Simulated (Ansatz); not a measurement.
Levels about the gap of amorphous Si24O48NaCl (74 atoms in a cell of 1136 Å³, 2.19 g/cm³; zone centre alone, so wide bands show as single levels with stretches between that a denser mesh fills), at the geometry that PBE relaxed, where it gives 0.1 GPa on a denser mesh. The participation number counts the atoms over which a state spreads; weights are charges in smoothed Voronoi cells. The levels come from a single point, so bond lengths are those of that geometry. Method of the levels: PBE, scalar-relativistic without spin-orbit coupling (Ansatz, a first-principles code). Sampling: the zone centre alone; Fermi-Dirac width 0.02 eV; no spin polarisation. At PBE the levels at the filled edge of the gap are localised (band-tail or defect states), and the nearest spread-out levels lie 5.0 eV apart at the zone centre.

A CHGNet melt-quench gave the starting glass, which DFT then relaxed. Anions were pushed apart under 1.9 Å during the dynamics, to hinder bonds among them. The hot cell started wider than the set density and was brought back towards it in steps. It is the lowest in DFT energy of 2 quenches. It is a model cell: composition and starting density were chosen by hand, and all elements were melted together. No dispersion term was used. Its density started from a set value of 2.21 and ended at 2.19 g/cm³. The quench (nominally 320 K/ps over its main leg) was far faster than any real one, so the model tends to hold more defects than a real film. One small periodic cell is one sample of the glass; other quenches scatter about these values. The volume was free in the relaxation, at fixed shape. Stress components on the final sampling reach 2.9 GPa.

```csv
"E - E(highest filled), eV",filling,participation number,largest on,weight O,weight Cl,weight Si,weight Na
-2.47,filled,14.1,"Cl, 1 neighbours",0.82,0.14,0.04,0.00
-2.41,filled,4.5,"Cl, 1 neighbours",0.51,0.45,0.03,0.00
-2.40,filled,18.2,"O, 2 neighbours",0.87,0.09,0.04,0.00
-2.23,filled,6.7,"Cl, 1 neighbours",0.69,0.28,0.03,0.00
-1.55,filled,2.0,"O, 1 neighbours",0.89,0.00,0.11,0.00
-0.10,filled,1.5,"O, 1 neighbours",0.92,0.00,0.07,0.00
0.00,filled,1.5,"O, 1 neighbours",0.93,0.00,0.07,0.00
2.73,empty,59.3,"Na, 3 neighbours",0.66,0.01,0.28,0.05
4.18,empty,36.9,"Si, 4 neighbours",0.60,0.01,0.36,0.03
4.28,empty,42.7,"Si, 4 neighbours",0.57,0.03,0.38,0.02
4.42,empty,31.3,"Na, 3 neighbours",0.57,0.02,0.32,0.08
4.65,empty,43.5,"Si, 4 neighbours",0.66,0.01,0.32,0.01
4.75,empty,38.8,"Na, 3 neighbours",0.64,0.02,0.26,0.09
4.98,empty,44.2,"O, 2 neighbours",0.72,0.02,0.25,0.01
```

Most localised among these is the filled level at +0.00 eV, on a O atom, which has 1 neighbours (Si 1.54 Å).
